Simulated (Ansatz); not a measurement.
Consider AlOs in the CsCl type structure (space group Pm-3m, No. 221; a = 2.993 Å; a cell from a computed database, its experimental status unchecked; relaxed with 0.1 eV smearing).

All numbers come from Kohn–Sham DFT with the PBEsol functional, run in Ansatz (an electronic-structure program) with PAW and 420 eV plane waves, no spin-orbit coupling.

Before the change:

The pressure is 0.0 GPa.

One thing is altered: an isotropic linear strain of +2.65 %, atoms relaxed at fixed cell.

How does this affect the pressure and energy relative to the base?

The pressure goes from zero to -16.5 GPa; the energy increases by 61 meV/atom.

Stability against distortions was not tested. All final runs are without spin polarisation.
